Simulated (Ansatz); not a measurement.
## TiAs (model structure, started from the WC type, P-6m2, No. 187, 2 atoms in the cell): c axis length by level of theory

No measured value is used here.

| level (code) | value (Å) |
|---|---|
| PBEsol (Ansatz) | 3.344 |
| r²SCAN (Ansatz) | 3.333 |
| r²SCAN+rVV10 (Ansatz) | 3.334 |

The crystal itself was run without spin with r²SCAN, r²SCAN+rVV10; a magnetic state was not tried in these runs. PBEsol, r²SCAN, r²SCAN+rVV10: the run has no spin polarisation, so it can have missed a magnetic state. Cutoffs differ between the levels. Ansatz's density-functional and Hartree–Fock values are scalar-relativistic unless marked +SOC, with PAW data made under PBE.

A model structure was made by putting elements into a prototype or built by hand; it is no filed structure, need not be a known phase, and can be a saddle point held by its symmetry.

Ansatz is a first-principles code.
